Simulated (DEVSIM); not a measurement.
System: abrupt Si n-p junction, at 400 K.

Layer 1 from the left is Si, thickness (μm) 11.0, Nd (cm⁻³) 1.2e18, τn (s) 0.00088, τp (s) 0.00088. Layer 2 from the left is Si, thickness (μm) 240, Na (cm⁻³) 4.3e14, τn (s) 0.00088, τp (s) 0.00088.

Left contact: ohmic. Right contact: ohmic. Voltage is applied to the left contact. Recombination: SRH at mid-gap, Auger. Mobility is μmin + (μ − μmin)/(1 + (N/Nref)^α).

The device is made up for the run: typed textbook-type constants, with dimensions and the other settings drawn at random. Values at 300 K; Nc and Nv go as T^1.5, mobilities as T to minus their exponent, the gap by Varshni's rule with the affinity fixed.

Si: gap (eV) 1.124, affinity (eV) 4.05, permittivity 11.7, Nc (cm⁻³) 2.86e19, Nv (cm⁻³) 3.1e19, μn (cm²/Vs) 1417, μp (cm²/Vs) 470, μn,min 52, μp,min 45, Nref,n 9.7e16, Nref,p 2.2e17, αn 0.68, αp 0.72, T exponent of μn 2.3, T exponent of μp 2.2, Cn (cm⁶/s) 2.8e-31, Cp (cm⁶/s) 9.9e-32, Varshni α (eV/K) 0.000473, Varshni β (K) 636.

Estimate by hand the built-in potential, the peak field at zero bias, and compare with a numerical solution.


- Built-in potential: ni = √(Nc Nv) exp(−Eg/2kT) = 5.68e12 cm⁻³ with Eg = 1.096 eV; Vbi = kT/q ln(Na Nd/ni²) = 0.572 V; numerical 0.572 V.
- Peak field at zero bias: depletion approximation: W = √(2εVbi/(qN)) = 1.31 μm with N = 4.30e14 cm⁻³; field = 2Vbi/W = 8720 V/cm; numerical 69000 V/cm (estimate below by 87 %).

Simulated with DEVSIM: 1D drift-diffusion, Boltzmann statistics, complete ionisation; no tunnelling, impact ionisation, image-force lowering or self-heating.
